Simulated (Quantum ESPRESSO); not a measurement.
**Habitual settings against a tight run: CoGe (Cm, 8 atoms in the cell)**

Self-consistent single point.

```yaml
crystal:
  lattice:
    - [6.16464, -1.87054, 0.00000]
    - [6.16464, 1.87054, 0.00000]
    - [-1.02682, 0.00000, 4.65581]
  atoms:
    - { symbol: Co, position: [0.20183, 0.20183, 0.26815] }
    - { symbol: Co, position: [0.66581, 0.66581, 0.96858] }
    - { symbol: Co, position: [0.63611, 0.63611, 0.47982] }
    - { symbol: Co, position: [0.87659, 0.87659, 0.87066] }
    - { symbol: Ge, position: [0.04258, 0.04258, 0.69710] }
    - { symbol: Ge, position: [0.82833, 0.82833, 0.34245] }
    - { symbol: Ge, position: [0.25874, 0.25874, 0.77804] }
    - { symbol: Ge, position: [0.48979, 0.48979, 0.09520] }
```

Computed with PBEsol, PSlibrary PAW (PBE) pseudopotentials (plane waves; Quantum ESPRESSO).

Base settings: ecutwfc = 50 Ry; ecutrho = 300 Ry; occupations = smearing; smearing = marzari-vanderbilt; degauss = 0.0099958 Ry; input_dft = pbesol; potentials = {Co: Co.pbe-n-kjpaw_psl.1.0.0.UPF, Ge: Ge.pbe-n-kjpaw_psl.1.0.0.UPF}; K_POINTS = automatic 5 5 4 0 0 0; conv_thr = 1e-10 Ry.

Tight run (finer mesh or higher cutoff; not a proven limit): ecutwfc: 50 Ry → 70 Ry; ecutrho: 300 Ry → 420 Ry; conv_thr: 1e-10 Ry → 7.3e-11 Ry; K_POINTS: automatic 5 5 4 0 0 0 → automatic 7 7 6 0 0 0. It gave Fermi level (on the code's own zero) 11.08 eV; pressure 1.60 GPa; largest force (vector length) 0.168 eV/Å.

Quick runs, as changes from the base:
- A: the base itself
- B: ecutwfc: 50 Ry → 30 Ry; ecutrho: 300 Ry → 180 Ry; K_POINTS: automatic 5 5 4 0 0 0 → automatic 1 1 1 0 0 0
- C: ecutwfc: 50 Ry → 33 Ry; ecutrho: 300 Ry → 198 Ry; smearing: marzari-vanderbilt → fermi-dirac; degauss: 0.0099958 Ry → 0.0147 Ry; input_dft: pbesol → default; pseudopotentials: {Co: Co.pbe-n-kjpaw_psl.1.0.0.UPF, Ge: Ge.pbe-n-kjpaw_psl.1.0.0.UPF} → {Co: Co.pz-n-kjpaw_psl.1.0.0.UPF, Ge: Ge.pz-n-kjpaw_psl.1.0.0.UPF}; K_POINTS: automatic 5 5 4 0 0 0 → automatic 6 6 6 1 1 1 [LDA (PZ)]
- D: ecutwfc: 50 Ry → 25 Ry; ecutrho: 300 Ry → 150 Ry; K_POINTS: automatic 5 5 4 0 0 0 → automatic 4 4 4 0 0 0
- E: ecutwfc: 50 Ry → 28 Ry; ecutrho: 300 Ry → 168 Ry; input_dft: pbesol → default; pseudopotentials: {Co: Co.pbe-n-kjpaw_psl.1.0.0.UPF, Ge: Ge.pbe-n-kjpaw_psl.1.0.0.UPF} → {Co: Co.pz-n-kjpaw_psl.1.0.0.UPF, Ge: Ge.pz-n-kjpaw_psl.1.0.0.UPF}; K_POINTS: automatic 5 5 4 0 0 0 → automatic 2 2 2 0 0 0 [LDA (PZ)]
- F: ecutwfc: 50 Ry → 35 Ry; ecutrho: 300 Ry → 210 Ry; K_POINTS: automatic 5 5 4 0 0 0 → automatic 4 4 4 1 1 1

Energies are extrapolated to zero smearing width, which holds to low order in the width alone (under cold and Methfessel-Paxton smearing the free energy itself is taken).

Dashes: energy of C, E, another energy zero.

† marks runs with another functional, U, potentials or spin treatment: their distance from the tight run is not a convergence error alone.

The count of work is k-points × plane waves × bands × iterations; it is no time. Core times come from one kind of shared machine and are given to one figure; runs under 30 s give none.

The starting cell comes from a database of computed structures (which also holds hypothetical and non-ambient phases and stackings), without a prior relaxation at this level. Its lattice was rescaled by a random factor within 2.5 % of one. Spin polarisation is off. Without a gap this mesh is coarse (it stands for a supercell whose shortest vector is 19 Å).

```
run  energy less tight (meV/atom)  pressure less tight (GPa)  largest miss in a force vector (eV/Å)  count of work / tight  core time / tight (rough)
---  ----------------------------  -------------------------  -------------------------------------  ---------------------  -------------------------
A                             6.7                      -0.58                                  0.066                   0.22                        0.3
B                           800.4                      -0.56                                  2.203                 0.0038                       0.05
C†                              –                      -4.90                                  0.096                   0.22                        0.3
D                           572.1                     -44.45                                  0.141                  0.051                        0.1
E†                              –                     -20.98                                  0.491                  0.017                       0.04
F                            36.1                       0.06                                  0.084                  0.077                        0.1
```

Among the runs at the tight run's level, the energy misses run from 6.7 to 800.4 meV/atom.
